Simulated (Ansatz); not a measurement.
# Hypothetical cubic perovskite CaSnSe3: pressure series

The parent structure is CaSnSe3 in the cubic perovskite structure (space group Pm-3m, No. 221; a hypothetical phase, not in the database extracts checked).

```cif
data_CaSe3Sn
_chemical_formula_sum 'Ca1 Sn1 Se3'
_space_group_name_H-M_alt 'P 1'
_space_group_IT_number 1
_cell_length_a 5.28904
_cell_length_b 5.28904
_cell_length_c 5.28904
_cell_angle_alpha 90.000
_cell_angle_beta 90.000
_cell_angle_gamma 90.000
loop_
_space_group_symop_operation_xyz
  'x, y, z'
loop_
_atom_site_label
_atom_site_type_symbol
_atom_site_fract_x
_atom_site_fract_y
_atom_site_fract_z
_atom_site_occupancy
Ca1 Ca 0.00000 0.00000 0.00000 1
Sn1 Sn 0.50000 0.50000 0.50000 1
Se1 Se 0.00000 0.50000 0.50000 1
Se2 Se 0.50000 0.50000 0.00000 1
Se3 Se 0.50000 0.00000 0.50000 1
```

Cell and atoms are relaxed at each pressure.

Computed with PBE/PAW in Ansatz (a quantum-chemistry and plane-wave program), no SOC.

Notes on the quantities. enthalpy: H = E + PV relative to the base's energy.

| case | shortest interatomic distance | enthalpy |
|---|---|---|
| base | 2.645 Å | – |
| pressure −2 GPa | 2.689 Å | -0.38 eV/atom |
| pressure −1 GPa | 2.666 Å | -0.19 eV/atom |
| pressure 0.3 GPa | 2.639 Å | +0.06 eV/atom |
| pressure 0.7 GPa | 2.631 Å | +0.13 eV/atom |
| pressure 1.5 GPa | 2.617 Å | +0.27 eV/atom |
| pressure 3 GPa | 2.594 Å | +0.54 eV/atom |
| pressure 5 GPa | 2.566 Å | +0.88 eV/atom |
| pressure 7.5 GPa | 2.537 Å | +1.29 eV/atom |
| pressure 10 GPa | 2.512 Å | +1.70 eV/atom |

Load acts through the strain it causes; cell and atoms are relaxed under it. No phonon test of stability was made. No other phases were tried under pressure. All final runs are without spin polarisation. Many cubic perovskites are stable only at high temperature; tilts and polar distortions were not tested.
